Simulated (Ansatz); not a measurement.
Mo3Si (Pm-3n), PBEsol, DFPT electron-phonon coupling, linearised Boltzmann equation (Ansatz, a quantum-chemistry and plane-wave program): phonon-limited resistivity 13.7 μΩ·cm at 300 K, 19.1 μΩ·cm at 400 K, current-weighted mean free path 7.6 nm, Drude plasma energy 5.58 eV.

Q: What Drude relaxation time do resistivity and plasma energy imply?

A: ω_p = 8.48e15 s⁻¹, so τ = 1/(ε₀ ω_p² ρ) = 11.5 fs, a damping ħ/τ of 57.4 meV.

Q: Estimate the electronic thermal conductivity at 300 K by the Wiedemann-Franz law (L₀ = 2.44×10⁻⁸ W·Ω/K²).

A: L₀T/ρ = 2.44×10⁻⁸ × 300/(13.7×10⁻⁸) = 53.4 W/(m·K). Inelastic scattering puts the true Lorenz number somewhat under L₀ near and below the Debye temperature.

Q: What temperature coefficient of resistance follows, and how does it compare with 1/T?

A: (ρ₄₀₀ − ρ₃₀₀)/(100 K × ρ₃₀₀) = 3.94×10⁻³ K⁻¹, against 1/T = 3.33×10⁻³ K⁻¹ for a resistivity proportional to T. It lies higher because phonons are still being populated at 300 K; impurities would add a constant and lower it.

A metal at this level (no band gap). Only scattering by harmonic phonons is included (no impurities, grain boundaries, electron-electron scattering or thermal expansion). Spin-orbit coupling is left out. Halving the electron mesh (20x20x20) moves the resistivity by up to 9 % at 300 K, the mean free path by up to 4 %. Smearing 0.20 eV; phonons on a 3x3x3 q mesh, which this run doesn't test.

Formula and space group known from diffraction (Crystallography Open Database), not checked to be the room-temperature form: Mo3Si (Pm-3n).
